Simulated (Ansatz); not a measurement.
# Si under a change: biaxial strain +0.99 %, plane normal [001], relaxed out of plane

Start from Si (space group Ia-3, No. 206; a = 6.602 Å). Axes: x, y, z lie along the cube axes.

It is then changed as follows: tensile biaxial strain of 0.99 % in the plane normal to [001], as in epitaxy on a mismatched substrate; the out-of-plane cell vector and the atoms relax.

Calculations: PBEsol in Ansatz (plane waves to 420 eV, PAW, no spin-orbit coupling). Γ-centred 10×10×10 mesh, Fermi–Dirac width 0.05 eV.

Shortest interatomic distance: 2.342 Å (base 2.340 Å)
Energy relative to the base (free energy F): +2.1 meV/atom
Pressure (mean of the normal stresses, compression positive): -1.3 GPa (base 0.0 GPa)
Band gap: zero (base zero)
Out-of-plane strain: -0.55 % (rough)

Final structure (turned so that z lies along the plane normal):

```yaml
crystal:
  lattice:
    - [6.66699, 0.00000, 0.00000]
    - [0.00000, 6.66699, 0.00000]
    - [3.33349, -3.33349, 3.28270]
  atoms:
    - { symbol: Si, position: [0.00091, 0.99985, 0.20316] }
    - { symbol: Si, position: [0.29593, 0.20332, 0.20316] }
    - { symbol: Si, position: [0.49909, 0.29668, 0.79684] }
    - { symbol: Si, position: [0.20407, 0.50015, 0.79684] }
    - { symbol: Si, position: [0.99909, 0.00015, 0.79684] }
    - { symbol: Si, position: [0.70407, 0.79668, 0.79684] }
    - { symbol: Si, position: [0.50091, 0.70332, 0.20316] }
    - { symbol: Si, position: [0.79593, 0.49985, 0.20316] }
```

Without a gap, meshes like the base's 10×10×10 leave anisotropic stresses uncertain by several tenths of a GPa, and small strain energies with them. Stability against distortions was not tested. This is not the structure that Si has at room temperature and ambient pressure. The zero or small gap of Si can change with the level of theory.

Ansatz is a first-principles code.
